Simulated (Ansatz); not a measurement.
# hcp Y (0 0 1) on cubic HfO2 (1 1 1) (film strained to the substrate, started from cuts of the bulks and a machine-learned relaxation; slabs Hf5O8 and Y4, which can lie off the formulas)

A periodic stack without vacuum, hcp Y (0 0 1) on cubic HfO2 (1 1 1) (film strained to the substrate, started from cuts of the bulks and a machine-learned relaxation; slabs Hf5O8 and Y4, which can lie off the formulas): substrate slab Hf5O8, film Y4, surface cells [[-1, 1], [-1, 0]] and [[0, -1], [1, 0]], film strained by -1.5 and -1.5 %, outermost planes Hf/Hf and Y/Y as cut, which need not be the usual terminations and can put a slab off its formula.

The start was prepared with a machine-learned potential, and the result is one local minimum, with the in-plane cell held and forces under 0.04 eV/Å; the film can end far from its bulk form.

The numbers are results of PBE (plane waves to 420 eV, PAW; Ansatz, a first-principles code), not measurements. Scalar-relativistic, without spin–orbit coupling; the runs are not spin-polarised; PBE gaps are too small against experiment. Its k-point mesh 10×10×1, Fermi–Dirac width 0.05 eV.

The interface area is 11.3 Å² and the period is 26.23 Å. The heights between the nearest atoms of the two slabs at the two interfaces comes out as 2.90 and 2.90 Å and the Hf–Y contacts across the interfaces within 1.22 times the sum of covalent radii is 6, mean 3.57 Å.

```xyz
17
Lattice="3.6041 -0.0001 -0.0682 1.8021 3.1216 -0.0386 -1.3788 1.0061 26.2609" Properties=species:S:1:pos:R:3 pbc="T T T"
Hf     3.5188     2.1740     1.4272
Hf    -0.1040     0.1437     4.4417
Hf     1.7547     1.1862     7.3391
Hf     3.6115     2.2317    10.2381
Hf     1.8644     3.1887    13.2137
O      3.4871     2.2225     3.6355
O      3.4475     0.1455     2.1231
O     -0.0619     0.1457     6.6408
O      1.7124     1.1836     5.1383
O      1.7966     1.1891     9.5434
O      3.5699     2.2284     8.0412
O      3.6551     2.2451    12.4904
O      1.8243     3.2719    11.0073
Y      3.7375     4.1713    16.0771
Y      0.2067     2.0745    19.0750
Y      0.2626     4.1564    21.8943
Y      0.3213     2.0959    24.8244
```
